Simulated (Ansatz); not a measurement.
Cr, pressure series

The parent structure is Cr in the bcc (W type) structure (space group Im-3m, No. 229; a = 2.8479 Å; non-magnetic).

Cell and atoms are relaxed at each pressure.

Method: PBE (Ansatz, a quantum-chemistry and plane-wave program, PAW, no spin-orbit coupling).

Notes on the quantities. enthalpy: H = E + PV relative to the base's energy.

```tsv
case	density	shortest interatomic distance	enthalpy
base	7.48 g/cm³	2.466 Å	–
pressure −2 GPa	7.42 g/cm³	2.473 Å	-0.14 eV/atom
pressure −1 GPa	7.45 g/cm³	2.470 Å	-0.07 eV/atom
pressure 3 GPa	7.56 g/cm³	2.457 Å	+0.21 eV/atom
pressure 7 GPa	?	?	+0.50 eV/atom
pressure 15 GPa	7.88 g/cm³	2.424 Å	+1.05 eV/atom
pressure 30 GPa	8.22 g/cm³	2.389 Å	+2.06 eV/atom
pressure 50 GPa	8.63 g/cm³	2.351 Å	+3.33 eV/atom
pressure 75 GPa	9.08 g/cm³	2.312 Å	+4.86 eV/atom
pressure 100 GPa	9.48 g/cm³	2.279 Å	+6.31 eV/atom
```

Problem. Fill in the withheld entries from the trend.

Solution. 
- pressure 7 GPa, density: 7.67 g/cm³
- pressure 7 GPa, shortest interatomic distance: 2.445 Å

Load acts through the strain it causes; cell and atoms are relaxed under it. Whether these cells are dynamically stable was not tested. Competing high-pressure phases were not computed. Seeded moments were not kept for the base. The final runs are not spin-polarised. Real Cr is antiferromagnetic at low temperature and ambient pressure, an order that this cell doesn't hold.
